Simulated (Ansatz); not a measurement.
Take Sb in the A7 type structure (space group R-3m, No. 166; a = 4.328 Å, c = 11.344 Å (hexagonal axes); layered) as the base.

One thing is altered: a free-standing slab of 2 layers (4 atoms, 2 a layer) is cut normal to the stacking axis, with 15 Å of vacuum and the in-plane cell relaxed.

Levels (all Ansatz, a first-principles code, PAW): r2SCAN+rVV10 (500 eV, without spin-orbit coupling); HSE06+SOC (420 eV, spin-orbit coupling included).

The geometry is relaxed with r2SCAN+rVV10.

| Item | Value |
|---|---|
| r2SCAN+rVV10 lowest conduction level above the VBM at special points | Γ 0.35 eV; M 0.40 eV; K 1.16 eV |

With HSE06+SOC at the same geometry, the lowest conduction level above the VBM at special points becomes Γ 0.39 eV; M 0.54 eV; K 1.29 eV (r2SCAN+rVV10: Γ 0.35 eV; M 0.40 eV; K 1.16 eV).

Single points use the geometry relaxed with r2SCAN+rVV10. HSE06 was sampled on its mesh, a few special points and the semilocal edge points, so its gap is an upper bound. The spin-orbit shifts are approximate. The levels and masses belong to the bands next to the band gap. Stability against distortions was not tested. Labels are those of the standard path for the cell's own space group.
